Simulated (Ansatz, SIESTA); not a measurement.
## Y₃SiS₂ (Immm, 6 atoms in the cell) computed with different codes at matched settings

Self-consistent single point.

```xyz
6
Lattice="-2.0400 2.8692 6.1168 2.0400 -2.8692 6.1168 2.0400 2.8692 -6.1168" Properties=species:S:1:pos:R:3 pbc="T T T"
Y      0.0000     2.8692     4.1079
Y      2.0400     0.0000     2.0089
Y      0.0000     2.8692     0.0000
Si     0.0000     0.0000     0.0000
S      0.0000     0.0000     8.1651
S      0.0000     0.0000     4.0685
```

Shared settings, as Ansatz (an electronic-structure program) writes them: kpoints.mp_grid.grid = 5 5 5; magnetization.spin_orbit = true; scf.occupations.method = gaussian; scf.occupations.width = 0.1 eV. Potentials and cutoffs stand in the table.

| code | model | pressure (GPa) | largest force (eV/Å) | cutoff |
|---|---|---|---|---|
| Ansatz | PBEsol with spin-orbit coupling, PAW files made with PBE | -6.90 | 0.017 | default |
| SIESTA | GGA PBEsol with spin-orbit coupling, numerical atomic orbitals DZP, PseudoDojo PBEsol fully relativistic norm-conserving potentials (rewritten from UPF to PSML) | – | 0.090 | grid 300 Ry |

A dash marks a value that a program does not give, or that is left out as unsure.

The spread over the programs that give each value: largest force within 0.073 eV/Å.

SIESTA uses small atom-centred bases, whose incompleteness enters pressures, forces and empty levels differently from a plane-wave cutoff.

The starting cell comes from a database of computed structures (which also holds hypothetical and non-ambient phases and stackings), without a prior relaxation at this level. Its lattice was rescaled by a random factor within 2.5 % of one.

Keys are those of Ansatz 0.2.
